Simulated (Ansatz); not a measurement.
Band structure of CaNbO₃ (P6_3/mmc, 10 atoms in the cell).

```yaml
crystal:
  lattice:
    - [6.04564, 0.00000, 0.00000]
    - [-3.02282, 5.23568, 0.00000]
    - [0.00000, 0.00000, 5.16510]
  atoms:
    - { symbol: Ca, position: [0.33333, 0.66667, 0.75000] }
    - { symbol: Ca, position: [0.66667, 0.33333, 0.25000] }
    - { symbol: Nb, position: [0.00000, 0.00000, 0.00000] }
    - { symbol: Nb, position: [0.00000, 0.00000, 0.50000] }
    - { symbol: O, position: [0.14620, 0.29240, 0.25000] }
    - { symbol: O, position: [0.70760, 0.85380, 0.25000] }
    - { symbol: O, position: [0.14620, 0.85380, 0.25000] }
    - { symbol: O, position: [0.85380, 0.70760, 0.75000] }
    - { symbol: O, position: [0.29240, 0.14620, 0.75000] }
    - { symbol: O, position: [0.85380, 0.14620, 0.75000] }
```

Method: PBE (plane waves, PAW; Ansatz, a quantum-chemistry and plane-wave program).

Settings: basis.ecutwfc = 420 eV; kpoints.mp_grid.grid = 5 5 5; hamiltonian.xc = pbe; hamiltonian.pseudopotentials = {kind: paw}, with the files named one by one; scf.occupations.method = methfessel_paxton; scf.occupations.width = 0.272 eV; kpoints.band_path.npoints = 10.

The starting cell was generated: these elements placed on a structure prototype, without a prior relaxation; it need not be a known phase or ordering of this composition. Its lattice was rescaled by a random factor within 2.5 % of one. Spin polarisation is off.

Levels in eV from the Fermi level, bands 38 to 45:
```json
[
 {"point": "Γ", "38": "-4.17", "39": "-4.13", "40": "-3.71", "41": "-1.71", "42": "-0.36", "43": "-0.18", "44": "-0.18", "45": "0.27"},
 {"point": "M", "38": "-4.18", "39": "-4.07", "40": "-3.97", "41": "-1.42", "42": "0.17", "43": "0.25", "44": "0.59", "45": "0.86"},
 {"point": "K", "38": "-4.61", "39": "-4.06", "40": "-3.96", "41": "-1.36", "42": "0.24", "43": "0.24", "44": "0.87", "45": "0.87"},
 {"point": "A", "38": "-3.92", "39": "-3.92", "40": "-3.92", "41": "0.51", "42": "0.51", "43": "0.53", "44": "0.53", "45": "0.53"},
 {"point": "L", "38": "-4.36", "39": "-3.96", "40": "-3.96", "41": "0.37", "42": "0.37", "43": "0.42", "44": "0.42", "45": "0.61"},
 {"point": "H", "38": "-4.25", "39": "-4.16", "40": "-4.16", "41": "0.14", "42": "0.14", "43": "0.69", "44": "0.69", "45": "0.79"}
]
```

Bands cross the Fermi level along this path, so the cell is metallic at this level.

Keys are those of Ansatz 0.2.
